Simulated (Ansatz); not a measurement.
**How a calculation on VPO₄ (Cmcm, 12 atoms in the cell) responds to its settings**

```
CELL_PARAMETERS angstrom
      2.61580    -3.88690     0.00000
      2.61580     3.88690     0.00000
      0.00000     0.00000     6.28470
ATOMIC_POSITIONS crystal
  O  0.75510 0.24490 0.04890
  O  0.24490 0.75510 0.54890
  O  0.24490 0.75510 0.95110
  O  0.75510 0.24490 0.45110
  V  0.00000 0.00000 0.00000
  V  0.00000 0.00000 0.50000
  O  0.77560 0.71180 0.25000
  O  0.22440 0.28820 0.75000
  O  0.71180 0.77560 0.75000
  O  0.28820 0.22440 0.25000
  P  0.64900 0.35100 0.25000
  P  0.35100 0.64900 0.75000
```
Moments meant for the start (each program seeds them in its own way; μB, in the order of the atoms O O O O V V O O O O P P): 0.0 0.0 0.0 0.0 2.0 2.0 0.0 0.0 0.0 0.0 0.0 0.0.

Base run A: Ansatz (an electronic-structure program) with LDA (PW92)+U, default PAW files made with PBE, self-consistent single point.

Its settings: basis.ecutwfc = 420 eV; kpoints.mp_grid.grid = 4 4 3; hamiltonian.xc = lda; hamiltonian.pseudopotentials = {kind: paw} (the program's default PAW files); hamiltonian.hubbard.sites = [{species: V, l: d, u_eff: 3.25}] eV; magnetization.spin_polarized = true; scf.occupations.method = gaussian; scf.occupations.width = 0.136 eV.

The starting cell comes from a database of published, mostly measured structures (it also holds non-ambient and calculated ones), without a prior relaxation at this level. The magnetic order is the one reached from the typed start; others were not searched systematically. With U or open f shells several self-consistent states can exist. The program warned that, by what it read of turns of the moments, another magnetic order lies lower. Ansatz's pressure includes its estimate of the finite-basis (Pulay) stress.

Total energies depend on the potentials, the functional and any Hubbard or dispersion term, so they are compared only between runs that share all of them.

These are the values that this program gave, and no reference: magnets with a U can end in a higher state.

Runs:
- B: hamiltonian.xc: lda → pbesol [PBEsol+U]
- C: hamiltonian.xc: lda → blyp [BLYP+U]
- D: basis.ecutwfc: 420 eV → 500 eV; hamiltonian.xc: lda → r2scan [r2SCAN+U]

```csv
run,pressure (GPa),largest force (eV/Å),gap on the mesh (eV),size of the net moment (μB/atom),Hubbard energy (eV/atom)
A,-2.78,0.501,1.556,0.33,0.274
B,3.51,0.755,1.744,0.33,0.269
C,12.88,0.697,2.072,0.33,0.265
D,3.20,0.454,2.625,0.33,0.251
```

Run D against A: The pressure goes from -2.78 to 3.20 GPa, the largest force goes from 0.501 to 0.454 eV/Å, the gap on the mesh goes from 1.556 to 2.625 eV and the size of the net moment stays at 0.33 μB/atom.

Run C against A: The pressure goes from -2.78 to 12.88 GPa, the largest force goes from 0.501 to 0.697 eV/Å, the gap on the mesh goes from 1.556 to 2.072 eV and the size of the net moment stays at 0.33 μB/atom.

Left out of this page: 2 runs of the series held back from this collection.

Keys are those of Ansatz 0.2.
